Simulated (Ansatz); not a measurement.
Ansatz (an electronic-structure program) run on K3Ba (I4/mmm, 4 atoms in the cell): relaxation of cell and atoms.

Method of the run: PBEsol, harder PAW files (source: ansatz) made with PBE (plane waves; Ansatz).

```
CELL_PARAMETERS angstrom
     -3.13850     3.13850     7.19088
      3.13850    -3.13850     7.19088
      3.13850     3.13850    -7.19088
ATOMIC_POSITIONS crystal
  K  0.75000 0.25000 0.50000
  K  0.25000 0.75000 0.50000
  K  0.50000 0.50000 0.00000
  Ba 0.00000 0.00000 0.00000
```

Reference input (self-consistent single point, DFT, PBEsol, plane waves, harder PAW files (source: ansatz) made with PBE): basis.ecutwfc = 390 eV; kpoints.mp_grid.grid = 8 8 8; hamiltonian.xc = pbesol; hamiltonian.pseudopotentials = {kind: paw, source: ansatz}; scf.occupations.method = cold; scf.occupations.width = 0.272 eV. This run's input differs from it in these lines:

Ansatz 0.2 input:
```diff
@@ -11,3 +11,3 @@
 basis:
-  ecutwfc: 390.0 eV
+  ecutwfc: 545.0 eV
 kpoints:
@@ -19,2 +19,4 @@
   occupations: { method: cold, width: 0.272 eV }
+relax:
+  cell: {}
 output:
```

Output (repeated stretches shortened):

```
   [... SCF lines of the steps left out ...]
relax step   1: F+E_penalty+E_count = -10394.91499197 eV  Δ(F+E_penalty+E_count) = +0.000e0 eV  max|allowed force component| = 3.253e-18 eV/Å  Δτ_max = 0.0000 Å  P = -0.161 GPa  Ω = 283.327 Å³  (8 SCF iters, dr2 threshold 1.00e-7 eV, accepted)
relax step   2: F+E_penalty+E_count = -10394.91723777 eV  Δ(F+E_penalty+E_count) = -2.246e-3 eV  max|allowed force component| = 8.674e-19 eV/Å  Δτ_max = 0.0000 Å  P = -0.138 GPa  Ω = 281.769 Å³  energy of the carried Pulay correction = +5.481e-6 eV  [...]
   [... lines left out ...]
relax step   6: F+E_penalty+E_count = -10394.92658747 eV  Δ(F+E_penalty+E_count) = -1.416e-4 eV  max|allowed force component| = 1.084e-18 eV/Å  Δτ_max = 0.0000 Å  P = +0.000 GPa  Ω = 273.434 Å³  energy of the carried Pulay correction = +3.625e-5 eV  [...]
relax step   7: F+E_penalty+E_count = -10394.92653470 eV  Δ(F+E_penalty+E_count) = +5.277e-5 eV  max|allowed force component| = 3.036e-18 eV/Å  Δτ_max = 0.0000 Å  P = +0.000 GPa  Ω = 273.434 Å³  stress off target by 1.22e-3 GPa  SCF on the basis [...]
basis re-selected at this cell: Δ(F+E_penalty+E_count) = +5.277e-5 eV, ΔP = +0.000 GPa vs the last step
the relaxation is at rest under the 16 symmetry operations that the run kept from its start: a minimum is not shown …
Stability not checked (fill_not_monotonic)
Free energy (F): -10394.926535 eV
Internal energy: -10394.896608 eV  (E = F + TS)
   [... lines left out ...]
Fermi energy:    2.783985 eV
  cell:  # Å, volume = 273.4342 Å³
   [... lines left out ...]
    - [3.1652248748998675, 3.1652248748998675, -6.823130035513495]
  atoms:
    - { symbol: K, position: [0.7499999999999999, 0.25, 0.49999999999999994] }
    - { symbol: K, position: [0.25, 0.7499999999999999, 0.49999999999999994] }
    - { symbol: K, position: [0.49999999999999994, 0.49999999999999994, -1.0832384543964982e-34] }
    - { symbol: Ba, position: [-2.3861690795762727e-35, -4.4716054721831015e-35, -7.071307308264534e-35] }
```

The run converged. 

Summary of the result:
| Item | Result |
|---|---|
| Free energy E − TS (on the zero of these files) | -10394.9265 eV |
| Fermi level (on the code's own zero) | 2.78 eV |
| Pressure | 0.00 GPa |
| Final cell | a = b = c = 8.160 Å, α = β = 134.36°, γ = 66.53° |
| Final volume per atom | 68.36 Å³ |
| Relaxation steps | 7 |

The starting cell comes from a database of computed structures (which also holds hypothetical and non-ambient phases and stackings), without a prior relaxation at this level. The relaxation keeps the symmetry of its start, so its end need not be a minimum. Ansatz's pressure includes its estimate of the finite-basis (Pulay) stress.

Cost on one core of a shared machine: roughly 3 min.
